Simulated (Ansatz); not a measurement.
# KZnF3: energy against volume

KZnF3 (cubic perovskite, Pm-3m, 14.063 Å³/atom and stress up to 0.01 GPa in the relaxed cell, cube axes along x, y and z) under an equal strain ε along all three axes. PBE in Ansatz, a plane-wave DFT program (PAW, default set), 420 eV, 8×8×8 Γ-centred mesh, Fermi-Dirac smearing 0.05 eV; ions are relaxed, or left where forces stay under 0.02 eV/Å, within the symmetry of each cell. Against the start cell, which lies near the measured one, the relaxed cell differs by 5.8 % in volume; the values below rest on it.

Here V stands for volume and E for E less E0.

| volume (Å³/atom) | E less E0 (meV/atom) | pressure (GPa) |
|---|---|---|
| 13.3172 | 9.65 | 4.34 |
| 13.5628 | 4.20 | 2.77 |
| 13.8114 | 1.06 | 1.33 |
| 14.0630 | 0.00 | 0.01 |
| 14.3177 | 0.95 | -1.20 |
| 14.5754 | 3.80 | -2.29 |
| 14.8362 | 8.32 | -3.30 |
| 15.3671 | ? | ? |

### Question
Fit E against V with the third-order Birch-Murnaghan form, a cubic in V^(-2/3), and predict the withheld value at V = 15.3671.

### Answer
With u = V^(-2/3) - 0.172, the rows have u = 0.005988, 0.003833, 0.001717, -0.000362, -0.002403, -0.004408, -0.006378. Least squares gives E = 0.043 + 177.4·u + 234992·u² + 553686·u³. Residuals (row less fit): 0.000, -0.007, 0.017, -0.010, -0.016, 0.020, -0.007; standard error 0.019 (degrees of freedom: 3). Its minimum lies at u = -0.000378, so V0 = (0.171622)^(-3/2) = 14.07. There d²E/du² = 468700 and d³E/du³ = 3322000, so B0 = (4/9) × 14.07^(-7/3) × 468700 × 0.160218 = 69.9 GPa (the last factor turns the table's units into GPa), and B0' = 4 + (2/3) × 0.171622 × (3322000)/468700 = 4.8. B0' rests on the cubic coefficient alone and has a standard error of 0.2 from these residuals. At the withheld row, u = -0.010215, so E = 0.043 + 177.4 × (-0.010215) + 234992 × (-0.010215)² + 553686 × (-0.010215)³ = 22.161 meV/atom. The calculation gives 22.28 meV/atom, 0.119 meV/atom above the prediction (0.5 % of the range of E in the table). The row lies outside the fitted rows, so this is an extrapolation. From the scatter of the fitted rows alone, a prediction at this place has a standard error of 0.118 meV/atom, so the miss is 1.0 times that.

The primitive cell can neither tilt nor turn polar against its symmetry, as such crystals can under strain. Other structures, which can take over under pressure, weren't tried. The same form fitted to the pressure column gives B0' = 4.7; series where the two differ by over 0.4 aren't shown. Rows are the converged runs of the series near zero and its far end, less any whose ions stayed unrelaxed beside relaxed ones; series whose fitted rows scatter by over a few per cent of the range, as at a crossing or softening among them, aren't shown in this form.
